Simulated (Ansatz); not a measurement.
Consider GaAs in the zinc blende structure (space group F-43m, No. 216; a = 5.659 Å). Axes: x, y, z lie along the cube axes.

It is then changed as follows: uniaxial stress, 3 GPa tension along z; all other stress components relax to zero.

Levels (all Ansatz, a first-principles code, PAW, earlier PAW set): PBEsol (420 eV, no spin-orbit coupling); r2SCAN (500 eV, spin-orbit coupling left out); HSE06 (420 eV, without spin-orbit coupling); PBEsol+SOC (420 eV, with spin-orbit coupling); HSE06+SOC (420 eV, with spin-orbit coupling).

One geometry, relaxed with PBEsol, under each level:

The valence-band top lists the three highest levels at Γ (Kramers pairs under SOC), from the VBM.

```json
[
 {"level": "PBEsol", "band gap": "0.21 eV", "lowest conduction level above the VBM at special points": "Γ 0.21 eV; N 0.76 eV; X 1.21 eV; M 1.49 eV", "valence-band top at Γ": "0.00, 0.00, -0.28 eV", "electron mass": "–", "pressure": "-1.00 GPa"},
 {"level": "r2SCAN", "band gap": "0.76 eV", "lowest conduction level above the VBM at special points": "Γ 0.76 eV; N 1.19 eV; X 1.61 eV; M 1.91 eV", "valence-band top at Γ": "–", "electron mass": "0.052 mₑ along z, 0.043 mₑ across (at Γ)", "pressure": "-0.83 GPa"},
 {"level": "HSE06", "band gap": "1.15 eV", "lowest conduction level above the VBM at special points": "Γ 1.15 eV; N 1.56 eV; X 1.90 eV", "valence-band top at Γ": "–", "electron mass": "–", "pressure": "–"},
 {"level": "PBEsol+SOC", "band gap": "0.10 eV", "lowest conduction level above the VBM at special points": "Γ 0.10 eV; N 0.65 eV; X 1.10 eV; M 1.38 eV", "valence-band top at Γ": "0.00, -0.13, -0.49 eV", "electron mass": "–", "pressure": "-1.00 GPa"},
 {"level": "HSE06+SOC", "band gap": "1.03 eV", "lowest conduction level above the VBM at special points": "Γ 1.03 eV; N 1.44 eV; X 1.78 eV", "valence-band top at Γ": "0.00, -0.14, -0.52 eV", "electron mass": "–", "pressure": "–"}
]
```

Single points use the geometry relaxed with PBEsol. Their cutoffs differ, which shifts pressures a little. The spin-orbit shifts are approximate. Load acts through the strain it causes; cell and atoms are relaxed under it. Effective masses come from finite differences of ±0.01 Å⁻¹. Beyond what the load breaks, stability against distortions was not tested. A zero or small gap of GaAs under uniaxial stress, 3 GPa tension along z can be the functional's error rather than a property of the material. Labels are those of the standard path for the cell's own space group.
